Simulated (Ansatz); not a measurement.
Output of an Ansatz run (abridged):

```
WARN ansatz: RAYON_NUM_THREADS=1 ignored (pool sized by the plan → 1); use --threads N
Pseudopotentials: kind: paw
Pseudopotential: Zr, paw, valence charge 12
Pseudopotential: Ga, paw, valence charge 13
Crystal: 6 atoms, lattice volume = 120.859 Å³
Basis set: ecut = 420 eV, 2345 PW (Γ), exchange–correlation on 80×80×80 points (8 copies of the dense FFT grid, shifted against one another)
Bands: 45, of which v1, the nominal top of the filled ones, is band 37 counted from 1 (36 counted from 0)
Symmetry: 4 space group operations
Space group: Fmm2 (ITA 42), of the structure as read, at distance tolerance 4.9e-5 Å
k-points: 27 of 125 (time reversal used)
PAW frozen core: Zr, regenerated for the run's functional, and the local potential with it
PAW frozen core: Ga, regenerated for the run's functional, and the local potential with it
Initial density: superposition of atomic densities (neutral atoms: chi_scale 0, normalization atom), corrected by the library's trained network
Initial wavefunctions: pseudopotential atomic-orbital guess
Eigensolver: davidson
Functional: x = pbesol(κ = 0.804, μ = 0.12345679012345678), c = pbesol(β = 0.046)
SCF iter   1: F=—  HF=-24003.973207 eV  |F-HF|=—  |Δ(HF+E_count)|=         —  Δρ=3.83e-3  dr2=9.75e-3  ethr=1.77e-3  ⟨swp⟩=5.1  Hψ=4723  notcnv=0
all-band conjugate gradients solve this SCF's bands
preconditioner: auto → Kerker (q_TF=auto, 2.514 Å⁻¹)
SCF iter   2: F=—  HF=-24003.971583 eV  |F-HF|=—  |Δ(HF+E_count)|=   1.62e-3  Δρ=2.05e-3  dr2=3.35e-3  ethr=1.32e-5  ⟨swp⟩=2.0  Hψ=2138  notcnv=0
SCF iter   3: F=—  HF=-24003.971567 eV  |F-HF|=—  |Δ(HF+E_count)|=   1.66e-5  Δρ=8.61e-4  dr2=6.40e-4  ethr=4.53e-6  ⟨swp⟩=2.0  Hψ=1480  notcnv=0
SCF iter   4: F=—  HF=-24003.971243 eV  |F-HF|=—  |Δ(HF+E_count)|=   3.23e-4  Δρ=2.02e-4  dr2=4.01e-5  ethr=8.64e-7  ⟨swp⟩=2.0  Hψ=1647  notcnv=0
SCF iter   5: F=—  HF=-24003.971234 eV  |F-HF|=—  |Δ(HF+E_count)|=   9.84e-6  Δρ=3.86e-5  dr2=8.17e-7  ethr=5.41e-8  ⟨swp⟩=2.0  Hψ=1398  notcnv=0
SCF iter   6: F=—  HF=-24003.971234 eV  |F-HF|=—  |Δ(HF+E_count)|=   2.41e-7  Δρ=1.06e-5  dr2=1.01e-7  ethr=1.35e-10  ⟨swp⟩=7.7  Hψ=5017  notcnv=0
SCF iter   7: F=-24003.971234 eV  HF=-24003.971234 eV  |F-HF|=4.37e-11  |Δ(HF+E_count)|=   1.63e-8  Δρ=1.25e-6  dr2=1.31e-9  ethr=1.35e-10  ⟨swp⟩=3.8  Hψ=3458  notcnv=0
SCF 1 converged in 7 iterations: F = -24003.971234 eV  dr2 = 1.31e-9
SCF converged after 7 iterations
Free energy (F): -24003.971234 eV
Harris-Foulkes:  -24003.971234 eV  (|F-HF|=4.37e-11)
Internal energy: -24003.937552 eV  (E = F + TS)
E sigma→0 (E₀):  -24003.954393 eV
Entropy (-TS):   -0.033682 eV (-5.614 meV/atom)
Fermi energy:    13.181356 eV
--- Per-component energies (eV) ---
  E_band       = -360.492327
  E_kinetic    = 1565.230432
  E_local      = -6109.914623  (includes V_loc(G=0)·N_el)
  E_nonlocal   = 1170.987945
  E_hartree    = 2515.056438
  E_xc         = -782.431050
  E_vxc        = -882.010407  (∫ρ·V_xc dr)
  E_paw        = -15491.190199  (= ΣΔE_a)
  E_vpaw       = -1134.898204  (= ΣTr[D̂ρ^β])
  E_aug_tail   = -0.000137  (compensation charges beyond the density's cutoff)
  E_ewald      = -6874.065194
  E_core_change = 2.388837  (= ΣΔE_core)
  E_smearing   = -0.033682  (= −TS)
  E_closure    = 0.000000  (closes the sum)
  Σ components = -24003.971234   (vs F -24003.971234, Δ=0.00e0)
--- Forces (eV/Å), atoms counted from 1 ---
  atom   1  Zr    -0.17161423    -0.17161423     0.00000000
  atom   2  Zr     0.09532372     0.09532372     0.00000000
  atom   3  Zr     0.02031889     0.01891043     0.00000000
  atom   4  Zr     0.01891043     0.02031889     0.00000000
  atom   5  Ga     0.01853010     0.01853010     0.00000000
  atom   6  Ga     0.01853010     0.01853010     0.00000000
  max |Σ_I F_I| component: 9.98e-7 eV/Å
--- Stress (GPa, compression-positive) ---
       -2.177375      -0.134614       0.000000
       -0.134614      -2.177375       0.000000
        0.000000       0.000000      -2.268912
  P = ⅓ Tr σ = -2.2079 GPa (-22.079 kbar)
  The stress holds the Pulay correction. Without it, at fixed plane waves, as pw.x and ABINIT print it: P = -2.2319 GPa
--- Band table (eV; the first three rows and the last of 27) ---
  k-point 0: bands = ["-35.0483", "-34.9794", "-34.9157", "-34.8990", "-13.4099", "-13.3571", "-13.1669", "-13.1599", "-13.1346", "-13.1004", "-13.0419", "-13.0405", "-12.9819", "-12.7390", "-12.7073", "-12.6731", "-0.8141", "-0.6824", "-0.6805", [...]
  k-point 1: bands = ["-35.0394", "-34.9792", "-34.9248", "-34.8991", "-13.4034", "-13.3603", "-13.2032", "-13.1634", "-13.1162", "-13.1017", "-13.0362", "-12.9897", "-12.9587", "-12.7602", "-12.7507", "-12.6743", "-0.8134", "-0.6854", "-0.6739", [...]
  k-point 2: bands = ["-35.0226", "-34.9745", "-34.9466", "-34.8991", "-13.4181", "-13.2798", "-13.2621", "-13.1360", "-13.1216", "-13.1038", "-13.0802", "-12.9702", "-12.8593", "-12.8298", "-12.7887", "-12.6771", "-0.8123", "-0.6903", "-0.6621", [...]
  k-point 26: bands = ["-34.9959", "-34.9707", "-34.9470", "-34.9297", "-13.4183", "-13.3587", "-13.2208", "-13.2081", "-13.0772", "-13.0643", "-13.0141", "-12.9296", "-12.8320", "-12.8228", "-12.8079", "-12.7819", "-0.8101", "-0.6705", "-0.6698", [...]
```

The structure:

```
CELL_PARAMETERS angstrom
     -3.32795     3.32795     2.72813
      3.32795    -3.32795     2.72813
      3.32795     3.32795    -2.72813
ATOMIC_POSITIONS crystal
  Zr 0.65917 0.15917 0.81834
  Zr 0.34614 0.84614 0.19228
  Zr 0.15386 0.34614 0.50000
  Zr 0.84614 0.65386 0.50000
  Ga 0.25000 0.25000 0.00000
  Ga 0.75000 0.75000 0.00000
```

**Question.** Write an input that gives this output.

**Answer.** Other spellings and defaults could give the same log, and not every line can be read from it. The input that was run (DFT, PBEsol, plane waves, default PAW files made with PBE):

Ansatz 0.2 input:
```yaml
crystal:
  lattice:
    - [-3.327946, 3.327946, 2.728131]
    - [3.327946, -3.327946, 2.728131]
    - [3.327946, 3.327946, -2.728131]
  atoms:
    - { symbol: Zr, position: [0.659172, 0.159172, 0.818344] }
    - { symbol: Zr, position: [0.346140, 0.846140, 0.192280] }
    - { symbol: Zr, position: [0.153860, 0.346140, 0.500000] }
    - { symbol: Zr, position: [0.846140, 0.653860, 0.500000] }
    - { symbol: Ga, position: [0.250000, 0.250000, 0.000000] }
    - { symbol: Ga, position: [0.750000, 0.750000, 0.000000] }
basis:
  ecutwfc: 420.0
kpoints:
  mp_grid:
    grid: [5, 5, 5]
hamiltonian:
  xc: pbesol
  pseudopotentials:
    kind: paw
scf:
  occupations:
    method: gaussian
    width: 0.1
output:
  forces: true
  eigenvalues: true
  stress: true
```

The starting cell comes from a database of computed structures (which also holds hypothetical and non-ambient phases and stackings), without a prior relaxation at this level. Its lattice was rescaled by up to half a per cent. One atom was moved a little off its site on purpose. Ansatz's pressure includes its estimate of the finite-basis (Pulay) stress.

Ansatz is a program for electronic structure.
